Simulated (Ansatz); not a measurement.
Worked example: self-consistent single point of a (101) slab of TiAl (cut from a parent of space group no. 221; 10 atoms in the cell) in Ansatz (a program for electronic structure).

Method: PBEsol, default PAW files made with PBE (plane waves; Ansatz).

```
AlTi
1.0
    3.10435     0.00000     0.00000
    0.00000     4.39022     0.00000
    0.00000     0.00000    24.99180
Ti Al
5 5
Direct
  0.00000   0.75000   0.32010
  0.00000   0.25000   0.41005
  0.00000   0.75000   0.50000
  0.00000   0.25000   0.58995
  0.00000   0.75000   0.67990
  0.50000   0.25000   0.32010
  0.50000   0.75000   0.41005
  0.50000   0.25000   0.50000
  0.50000   0.75000   0.58995
  0.50000   0.25000   0.67990
```

Reference input (self-consistent single point, DFT, PBEsol, plane waves, default PAW files made with PBE): basis.ecutwfc = 420 eV; kpoints.mp_grid.grid = 10 7 1; hamiltonian.xc = pbesol; hamiltonian.pseudopotentials = {kind: paw} (the program's default PAW files); scf.occupations.method = fermi_dirac; scf.occupations.width = 0.1 eV. This run's input differs from it in these lines:

Ansatz 0.2 input:
```diff
@@ -24,3 +24,3 @@
 scf:
-  occupations: { method: fermi_dirac, width: 0.1 eV }
+  occupations: { method: methfessel_paxton, width: 0.05 eV }
 output:
```

The program printed (abridged):

```
SCF iter   1: F=—  HF=-14991.865927 eV  |F-HF|=—  |Δ(HF+E_count)|=         —  Δρ=6.32e-3  dr2=5.46e-1  ethr=1.77e-3  ⟨swp⟩=8.0  Hψ=5224  notcnv=0
all-band conjugate gradients solve this SCF's bands
preconditioner: auto → LDOS
SCF iter   2: F=—  HF=-14991.836676 eV  |F-HF|=—  |Δ(HF+E_count)|=   2.93e-2  S|Δr|=    0.00e0  Δρ=3.10e-3  dr2=4.63e-2  ethr=7.28e-4  ⟨swp⟩=2.1  Hψ=1538  notcnv=0  defer=57
   [... lines left out ...]
SCF iter   7: F=—  HF=-14991.837330 eV  |F-HF|=—  |Δ(HF+E_count)|=   2.16e-6  S|Δr|=    0.00e0  Δρ=1.50e-5  dr2=6.44e-7  ethr=1.17e-8  ⟨swp⟩=2.0  Hψ=1386  notcnv=0  defer=57
SCF iter   8: F=—  HF=-14991.837330 eV  |F-HF|=—  |Δ(HF+E_count)|=   5.28e-7  S|Δr|=    0.00e0  Δρ=6.35e-6  dr2=1.34e-7  ethr=1.33e-10  ⟨swp⟩=13.6  Hψ=5499  notcnv=0
SCF iter   9: F=-14991.837331 eV  HF=-14991.837331 eV  |F-HF|=3.51e-8  |Δ(HF+E_count)|=   2.12e-7  S|Δr|=    0.00e0  Δρ=3.11e-6  dr2=5.87e-8  ethr=1.33e-10  ⟨swp⟩=4.8  Hψ=3546  notcnv=0
SCF 1 converged in 9 iterations: F = -14991.837331 eV  dr2 = 5.87e-8
Stability not checked (fill_not_monotonic)
Free energy (F): -14991.837331 eV
Internal energy: -14991.836464 eV  (E = F + TS)
E sigma→0 (E₀):  -14991.837114 eV
Entropy (-TS):   -0.000867 eV (-0.087 meV/atom)
Fermi energy:    3.012249 eV
--- Forces (eV/Å), atoms counted from 1 ---
  atom   1  Ti    -0.00000000     0.00000000     0.11075552
  atom   2  Ti    -0.00000000     0.00000000     0.26860427
  atom   3  Ti     0.00000000     0.00000000     0.00000000
  atom   4  Ti     0.00000000    -0.00000000    -0.26860427
   [... lines left out ...]
  atom  10  Al    -0.00000000    -0.00000000     0.48432036
--- Stress (GPa, compression-positive) ---
        0.318539      -0.000000      -0.000000
       -0.000000       0.547334      -0.000000
       -0.000000      -0.000000       1.208713
  P = ⅓ Tr σ = 0.6915 GPa (6.915 kbar)
  The stress holds the Pulay correction. Without it, at fixed plane waves, as pw.x and ABINIT print it: P = 0.6770 GPa
```

The run converged in 9 iterations. Against the reference run the free energy goes up by 18.0 meV/atom and the largest force goes from 0.455 to 0.484 eV/Å.

The starting cell comes from a database of computed structures (which also holds hypothetical and non-ambient phases and stackings), without a prior relaxation at this level. The slab is cut from that crystal, and its faces are unrelaxed. Its lattice was rescaled in the plane by a random factor within 2.5 % of one. Spin polarisation is off.
